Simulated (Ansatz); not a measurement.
# A computed series for hypothetical Fm-3m WTe2: thickness series

Base system: WTe₂ (space group Fm-3m, No. 225; a hypothetical phase, not in the database extracts checked).

```
CELL_PARAMETERS angstrom
      0.00000     3.28474     3.28474
      3.28474     0.00000     3.28474
      3.28474     3.28474     0.00000
ATOMIC_POSITIONS crystal
  W  0.00000 0.00000 0.00000
  Te 0.25000 0.25000 0.25000
  Te 0.75000 0.75000 0.75000
```

Cartesian axes are those of the cell as printed.

Free-standing slabs (3 atom(s) a layer) normal to [111] with 15 Å of vacuum; in-plane cell held at bulk.

Computed with Ansatz (a program for electronic structure), PBEsol, PAW, cutoff 420 eV, no spin-orbit coupling, earlier PAW set.

Notes on the quantities. excess energy per area of both faces: slab less bulk energy over the cell's area: twice a surface energy; uncertain by up to 0.2 J/m².

```json
[
 {"case": "base", "shortest interatomic distance": "5.376 bohr", "thickness between the outermost nuclei": "–", "excess energy per area of both faces": "–"},
 {"case": "1 layer", "shortest interatomic distance": "5.370 bohr", "thickness between the outermost nuclei": "1.88 Å", "excess energy per area of both faces": "–"},
 {"case": "2 layers", "shortest interatomic distance": "5.092 bohr", "thickness between the outermost nuclei": "5.84 Å", "excess energy per area of both faces": "0.88 J/m²"},
 {"case": "3 layers", "shortest interatomic distance": "5.149 bohr", "thickness between the outermost nuclei": "9.30 Å", "excess energy per area of both faces": "0.8 J/m²"},
 {"case": "4 layers", "shortest interatomic distance": "5.158 bohr", "thickness between the outermost nuclei": "13.14 Å", "excess energy per area of both faces": "0.8 J/m²"},
 {"case": "5 layers", "shortest interatomic distance": "5.146 bohr", "thickness between the outermost nuclei": "16.95 Å", "excess energy per area of both faces": "0.8 J/m²"},
 {"case": "6 layers", "shortest interatomic distance": "5.147 bohr", "thickness between the outermost nuclei": "20.75 Å", "excess energy per area of both faces": "0.8 J/m²"}
]
```

The excess energy carries the mismatch between the slab's and the bulk's meshes. Stability against distortions was not tested. The final runs are not spin-polarised. WTe2 has a high density of states at the Fermi level and may be magnetic at this level.
